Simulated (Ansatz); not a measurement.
Given:

```yaml
crystal:
  lattice:
    - [4.11399, 0.00000, 0.00000]
    - [2.05699, 3.56282, 0.00000]
    - [2.05699, -1.18761, 3.24488]
  atoms:
    - { symbol: Ge, position: [0.00318, 0.99841, 0.99523] }
    - { symbol: Ge, position: [0.49682, 0.25159, 0.75477] }
```

No spin polarisation.

Calculations: DFT with PBEsol, PAW potentials and a 420 eV plane-wave cutoff in Ansatz (a program for electronic structure), no spin-orbit coupling. Settings: 14×14×14 k-points, 0.05 eV Fermi–Dirac smearing.

Question: Predict the band gap, pressure and space group.

Answer: 
* **Band gap**: zero
* **Pressure (mean of the normal stresses, compression positive)**: -2.4 GPa
* **Space group**: R-3m (No. 166)

The cells carry an imposed strain or load. Stability against distortions was not tested. The cell was made from Ge in the diamond structure (space group Fd-3m, No. 227) by this change: biaxial strain +2.50 %, plane normal [111], relaxed out of plane.
